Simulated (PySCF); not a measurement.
PySCF 2.14.0, unrestricted TPSSH/def2-svp, df: Cc1[c]cccc1, charge 0, multiplicity 2, 14 atoms. The geometry is a generated start, not checked to be a minimum at this level.

task: energy
method: tpssh
basis: def2-svp
two-electron scheme: density fitting
mol.max_memory: 3000 MB
mf.max_cycle: 100
mf.conv_tol: 1e-09 (default)
mf.grids.level: 3 (default)
basis functions: 133
grid points: 167488

```xyz
14

C      2.2557    -0.0379     0.2476
C      0.7703    -0.1054     0.0642
C      0.0986    -1.2827    -0.1344
C     -1.2461    -1.4162    -0.2940
C     -2.0182    -0.2551    -0.2509
C     -1.3964     0.9637    -0.0525
C     -0.0232     1.0437     0.1032
H      2.5156    -0.3021     1.2728
H      2.7530    -0.7442    -0.4143
H      2.6268     0.9638     0.0453
H     -1.7112    -2.3786    -0.4497
H     -3.0897    -0.3204    -0.3732
H     -1.9877     1.8681    -0.0191
H      0.4525     2.0032     0.2551
```

Charge 0 and multiplicity 2 are set for this test and not shown to be the ground state.

With the defaults (mf.DIIS = CDIIS, mf.diis = true, mf.damp = 0, mf.diis_start_cycle = 1, mf.diis_damp = 0, mf.init_guess = minao, mf.diis_space = 8, mf.level_shift = 0) it converges in 16 Fock builds. One run each on 2 threads, 1 BLAS thread, with these changes:
- mf.init_guess = atom
- mf.diis_space = 20
- mf.diis_damp = 0.3
- mf.DIIS = ADIIS
- mf.diis = false, mf.damp = 0.7, mf.diis_start_cycle = 999
- mf.diis_space = 12
- mf.DIIS = EDIIS
- mf.diis = false
- mf.level_shift = 0.3 Hartree

Question: Name the settings that don't reach the solution of the defaults.

Answer: No convergence: mf.DIIS = EDIIS; mf.diis = false (the run ends without SCF convergence in 100 cycles). The rest reach the solution of the defaults.

```csv
setting,Fock builds,end
the defaults,16,same solution
mf.diis_damp = 0.3,16,same solution
mf.diis_space = 12,16,same solution
mf.diis_space = 20,16,same solution
mf.init_guess = atom,18,same solution
mf.level_shift = 0.3 Hartree,21,same solution
mf.DIIS = ADIIS,25,same solution
"mf.diis = false, mf.damp = 0.7, mf.diis_start_cycle = 999",55,same solution
mf.DIIS = EDIIS,101,no convergence
mf.diis = false,101,no convergence
```
